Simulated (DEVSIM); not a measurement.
Device: abrupt GaP p-n junction, at 300 K.

Layer 1 from the left is GaP, thickness (μm) 5.50, Na (cm⁻³) 1.6e17, τn (s) 6.6e-7, τp (s) 6.6e-7. Layer 2 from the left is GaP, thickness (μm) 180, Nd (cm⁻³) 9.6e15, τn (s) 6.6e-7, τp (s) 6.6e-7.

Left contact: ohmic. Right contact: ohmic. Voltage is applied to the left contact. Recombination: SRH at mid-gap, radiative, Auger. Mobility is μmin + (μ − μmin)/(1 + (N/Nref)^α).

The device is made up for the run: typed textbook-type constants, with dimensions and the other settings drawn at random. Values at 300 K.

GaP: gap (eV) 2.26, affinity (eV) 3.8, permittivity 11.1, Nc (cm⁻³) 1.8e19, Nv (cm⁻³) 1.9e19, μn (cm²/Vs) 250, μp (cm²/Vs) 150, μn,min 10, μp,min 10, Nref,n 4.4e18, Nref,p 1e18, αn 0.8, αp 0.85, B (cm³/s) 1e-13, Cn (cm⁶/s) 1e-30, Cp (cm⁶/s) 1e-30.

Model (solved in DEVSIM): 1D drift-diffusion, Boltzmann statistics, complete ionisation; no tunnelling, impact ionisation, image-force lowering or self-heating.

Dark forward current:

```
|V| (V)  |J| (A/cm²)
-------  -----------
0.70       3.443e-13
0.75       9.268e-13
0.80       2.497e-12
0.85       6.738e-12
0.90       1.820e-11
0.95       4.926e-11
1.00       1.335e-10
1.05       3.627e-10
1.10       9.877e-10
1.15        2.698e-9
1.20        7.403e-9
1.25        2.045e-8
1.30        5.723e-8
1.35        1.642e-7
1.40        4.963e-7
1.45        1.657e-6
1.50        6.494e-6
1.55        3.091e-5
1.60       0.0001738
1.65        0.001084
1.70        0.007077
1.75         0.04471
1.80          0.2218
1.85          0.6777
1.90           1.384
1.95           2.254
```

Task: Work out the local ideality factor n = ΔV / (kT/q · ln(J2/J1)) between the rows 0.70 and 0.75 V, 1.65 and 1.70 V, 1.90 and 1.95 V.

Result: kT/q = 25.85 mV. From 0.70 to 0.75 V: ln(9.268e-13/3.443e-13) = 0.990, n = 1.95, near the 2 of recombination in the depletion region. From 1.65 to 1.70 V: ln(0.007077/0.001084) = 1.876, n = 1.03, near the 1 of diffusion or emission over a barrier. From 1.90 to 1.95 V: ln(2.254/1.384) = 0.488, n = 3.97; the layers' resistance at their doping, Σ W/(qμN) = 0.047 Ω cm², would take 41 mV of this step of 50 mV.

Task: Estimate the current at 1.65 V from the Shockley equation with J0 = Σ q ni² D/(N L) coth(W/L), τ joining the SRH, radiative and Auger lifetimes that are on, and W taken as the whole layer.

Result: ni² = 3.67 cm⁻⁶; electrons in the p layer: μ = 234 cm²/Vs, D = 6.05 cm²/s, τ = 6.42e-7 s, L = 19.7 μm, W/L = 0.28, term 4.15e-32 A/cm²; holes in the n layer: μ = 147 cm²/Vs, D = 3.81 cm²/s, τ = 6.60e-7 s, L = 15.9 μm, W/L = 11, term 1.47e-31 A/cm². J0 = 1.89e-31 A/cm², and J = J0 exp(qV/kT) = 0.000993 A/cm². The simulation gives 0.00108 A/cm²; the estimate lies 8.4 % below. The estimate leaves out recombination in the depletion region and that region's share of W.
